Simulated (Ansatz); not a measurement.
Ba3AsN (Pm-3m, No. 221, 5 atoms in the cell; start mp-1013734)

These are r²SCAN+SOC (Ansatz, a first-principles code, plane waves, PAW) values and carry that method's errors.

Run with plane-wave cutoff 560 eV, 6×6×6 k mesh, Fermi–Dirac smearing 0.01 eV, PAW data made under PBE.

Cell (relaxed with PBEsol):

Ba₃AsN is modelled in the cubic space group Pm-3m (No. 221), the anti-perovskite structure, Pearson symbol cP5. Lattice parameters: a = 5.346 Å, b = 5.346 Å, c = 5.346 Å, α = 90.00°, β = 90.00°, γ = 90.00°. Ba on 3c sees 2 N at 2.673 Å and 4 As at 3.780 Å (octahedral). As on 1a has 12 Ba at 3.780 Å (cuboctahedral). N on 1b is surrounded by 6 Ba at 2.673 Å (octahedral). (Neighbours: up to the widest gap in distance over summed covalent radii, below 1.35, at either atom; cation-cation and far metal-metal contacts left out.)

* **band gap**: 0.07 eV (direct)

Note: cell and atoms aren't relaxed at this level (pressure 1.7 GPa).

Computed values are for the static lattice.

Cost on a shared machine: very roughly 6 core-minutes.

A start named mp-… is a Materials Project structure, which need not be a measured phase.
